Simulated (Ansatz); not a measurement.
**Carrier properties of KCl (Fm-3m)**

```
KCl
1.0
    0.00000     3.12148     3.12148
    3.12148     0.00000     3.12148
    3.12148     3.12148     0.00000
K Cl
1 1
Direct
  0.00000   0.00000   0.00000
  0.50000   0.50000   0.50000
```

Level of theory: r2SCAN, rigid bands (plane waves, PAW, scalar-relativistic; Ansatz, a program for electronic structure). Condition of this run: functional r2SCAN on the same cell. Geometry: cell and atoms relaxed with PBEsol.

```yaml
band_gap: 5.91 eV
electron conductivity mass (300 K, dilute): 0.45 mₑ
hole conductivity mass (300 K, dilute): 3.6 mₑ
effective density of states N_c (300 K): 8.0e18 cm⁻³
effective density of states N_v (300 K): 4.8e20 cm⁻³
density_of_states_mass_electrons: 0.47 mₑ
density_of_states_mass_holes: 7.2 mₑ
Seebeck coefficient, n-type 1e19 cm⁻³, 300 K: -201 μV/K
best n-type power factor at 300 K for τ = 10 fs (best axis; densities from 1e16 to 1e21 cm⁻³ tried, whether or not they can be reached): 2.8 μW/(cm·K²) at 3e19 cm⁻³
Seebeck coefficient, p-type 1e19 cm⁻³, 300 K: 545 μV/K
```

Rigid bands; masses and Seebeck coefficients take one relaxation time τ for all states and one kind of carrier; polarons and phonon drag are left out. Spin-orbit coupling is left out; where it splits the top of the valence band, N_v and the p-type Seebeck coefficient come out somewhat high without it. Geometry: cell and atoms relaxed with PBEsol.
